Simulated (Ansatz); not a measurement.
The cell is built on a prototype and need not be the phase stable at ambient conditions.

By PBEsol, the system below comes out a metal.

A figure of merit of an interconnect metal is its ballistic conductance per area.

Consider the following.

```
CELL_PARAMETERS angstrom
      2.65209     0.00000     0.00000
      0.00000     8.52795     0.00000
      1.32605     4.26398     1.32605
ATOMIC_POSITIONS crystal
  Sc 0.00000 0.00000 0.00000
  B  0.00000 0.71187 0.00000
  B  0.00000 0.28813 0.00000
```

Space group of this cell: I4/mmm. The cell was relaxed by PBE-D3(BJ); by PBEsol its mean pressure is 1.4 GPa.

The current flows along the normal of the first two printed cell vectors. No spin-orbit coupling; the value is a mean over 0.1 eV about the Fermi level.

Question: State the ballistic conductance per area according to Ansatz (a quantum-chemistry and plane-wave program) with PBEsol.

Answer: 1.5 × 10¹⁵ S/m² for both spins.
